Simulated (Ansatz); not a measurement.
Consider AlN in the zinc blende structure (space group F-43m, No. 216; a = 4.4032 Å).

Levels (all Ansatz, a program for electronic structure, PAW): PBE (420 eV, without spin-orbit coupling); PBEsol (420 eV, without spin-orbit coupling); r2SCAN (500 eV, without spin-orbit coupling); HSE06 (420 eV, no spin-orbit coupling).

Levels that relaxed their own cell: PBE and PBEsol.

```
level   band gap
------  --------
PBE      3.31 eV
PBEsol   3.19 eV
r2SCAN   3.94 eV
HSE06    4.55 eV
```

Measured: band gap 5.34 eV (temperature not stated; as listed in Daiki Deguchi et al., Japanese Journal of Applied Physics (2016)).

Computed minus measured — band gap: PBE -2.03 eV, PBEsol -2.15 eV, r2SCAN -1.40 eV, HSE06 -0.79 eV (closest: HSE06). Measured values not marked as corrected hold thermal and zero-point effects that the static-lattice runs lack. A measured gap can be an optical one, lowered by exciton binding.

Single points use the geometry relaxed with PBEsol. HSE06 was sampled on its mesh, a few special points and the semilocal edge points, so its gap is an upper bound. Stability against distortions was not tested. This is not the structure that AlN has at room temperature and ambient pressure.
